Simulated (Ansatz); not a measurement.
ZrB2: transverse stress against strain

ZrB2 (AlB2 type, P6/mmm, 10.284 Å³/atom at rest, c along z) under a strain ε along c (axis z), the other axes held. PBE in Ansatz, a plane-wave DFT program (PAW, default set), 420 eV, 21×21×16 Γ-centred mesh, Fermi-Dirac smearing 0.10 eV; ions are relaxed within the symmetry of each cell. Stress is positive for a compressed cell.

Here s stands for strain and y for stress xx.

```
strain (%)  stress xx (GPa)
----------  ---------------
-3.00                     ?
-1.50                  1.91
-1.00                  1.25
-0.50                  0.61
0.00                   0.00
0.50                  -0.59
1.00                  -1.16
1.50                  -1.70
```

The 7 complete rows are fitted with a straight line, y against s. Means: s 0, y 0.046. About the means, the sum of products is -8.4250 and the sum of squares of s is 7.0000; the slope is their ratio. Least squares gives y = 0.046 - 1.2036·s. Residuals (row less fit): 0.059, 0.000, -0.038, -0.046, -0.034, -0.002, 0.059; standard error 0.048 (degrees of freedom: 5). The slope gives the elastic constant C13 = 120 ± 1.8 GPa.

Problem. Estimate the missing y (s = -3.00); what did the run itself give?

Solution. y = 0.046 - 1.2036 × (-3.0) = 3.657 GPa. The calculation gives 4.06 GPa, 0.403 GPa above the prediction (7.0 % of the range of y in the table). The row lies outside the fitted rows, so this is an extrapolation. From the scatter of the fitted rows alone, a prediction at this place has a standard error of 0.075 GPa, so the miss is 5.4 times that.

One order more, fitted to all 13 runs of the series, follows each within 0.01, so the miss is the next term of a smooth law. In a metal these values are sensitive to mesh and smearing; energies are taken to zero smearing, stresses follow the free energy. Rows are the converged runs of the series near zero and its far end; series whose fitted rows scatter by over a few per cent of the range, as at a crossing or softening among them, aren't shown in this form. Most that stay on the fit to the last digits aren't either.
